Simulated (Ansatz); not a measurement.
Ansatz (a first-principles code) run on WC (P-6m2, 2 atoms in the cell): self-consistent single point.

Level of theory: LDA (PW92), default PAW files made with PBE (plane waves; Ansatz).

```xyz
2
Lattice="2.8443 0.0000 0.0000 -1.4221 2.4632 0.0000 0.0000 0.0000 2.7690" Properties=species:S:1:pos:R:3 pbc="T T T"
W      0.0000     0.0000     0.0000
C      1.4221     0.8211     1.3845
```

Reference input (self-consistent single point, DFT, PBE, plane waves, default PAW files): basis.ecutwfc = 420 eV; kpoints.mp_grid.grid = 9 9 8; hamiltonian.xc = pbe; hamiltonian.pseudopotentials = {kind: paw} (the program's default PAW files); scf.occupations.method = fermi_dirac; scf.occupations.width = 0.1 eV. This run's input differs from it in these lines:

Ansatz 0.2 input:
```diff
@@ -14,3 +14,3 @@
 hamiltonian:
-  xc: pbe
+  xc: lda
   pseudopotentials: { kind: paw }
```

Output (repeated stretches shortened):

```
SCF iter   1: F=—  HF=-10373.298767 eV  |F-HF|=—  |Δ(HF+E_count)|=         —  Δρ=1.22e-2  dr2=2.52e-2  ethr=1.77e-3  ⟨swp⟩=5.1  Hψ=3874  notcnv=0
all-band conjugate gradients solve this SCF's bands
preconditioner: auto → none
SCF iter   2: F=—  HF=-10373.296609 eV  |F-HF|=—  |Δ(HF+E_count)|=   2.16e-3  Δρ=8.09e-3  dr2=1.31e-2  ethr=1.40e-4  ⟨swp⟩=1.0  Hψ=1260  notcnv=0
SCF iter   3: F=—  HF=-10373.293731 eV  |F-HF|=—  |Δ(HF+E_count)|=   2.88e-3  Δρ=1.06e-3  dr2=8.51e-5  ethr=7.26e-5  ⟨swp⟩=2.5  Hψ=1071  notcnv=0
SCF iter   4: F=—  HF=-10373.293706 eV  |F-HF|=—  |Δ(HF+E_count)|=   2.52e-5  Δρ=2.22e-4  dr2=4.58e-6  ethr=4.73e-7  ⟨swp⟩=2.1  Hψ=1221  notcnv=0
SCF iter   5: F=—  HF=-10373.293705 eV  |F-HF|=—  |Δ(HF+E_count)|=   9.18e-7  Δρ=5.09e-5  dr2=3.49e-7  ethr=2.54e-8  ⟨swp⟩=2.9  Hψ=1121  notcnv=0
SCF iter   6: F=-10373.293705 eV  HF=-10373.293705 eV  |F-HF|=9.60e-9  |Δ(HF+E_count)|=   9.89e-8  Δρ=8.76e-6  dr2=1.39e-8  ethr=5.56e-10  ⟨swp⟩=6.0  Hψ=3726  notcnv=0
SCF 1 converged in 6 iterations: F = -10373.293705 eV  dr2 = 1.39e-8
Free energy (F): -10373.293705 eV
Internal energy: -10373.283760 eV  (E = F + TS)
E sigma→0 (E₀):  -10373.288733 eV
Entropy (-TS):   -0.009945 eV (-4.972 meV/atom)
Fermi energy:    21.950951 eV
--- Forces (eV/Å), atoms counted from 1 ---
  atom   1  W      0.00000000     0.00000000     0.00000000
  atom   2  C     -0.00000000     0.00000000     0.00000000
--- Stress (GPa, compression-positive) ---
       19.035494       0.000000       0.000000
        0.000000      19.035494       0.000000
        0.000000       0.000000      22.423407
  P = ⅓ Tr σ = 20.1648 GPa (201.648 kbar)
  The stress holds the Pulay correction. Without it, at fixed plane waves, as pw.x and ABINIT print it: P = 19.7765 GPa
```

The run converged in 6 iterations. Against the reference run the pressure goes from 37.52 to 20.16 GPa.

The starting cell comes from a database of computed structures (which also holds hypothetical and non-ambient phases and stackings), without a prior relaxation at this level. Its lattice was rescaled by a random factor within 2.5 % of one. Spin polarisation is off. With a pressure of about 20 GPa the cell is away from its equilibrium volume at this level. Ansatz's pressure includes its estimate of the finite-basis (Pulay) stress.
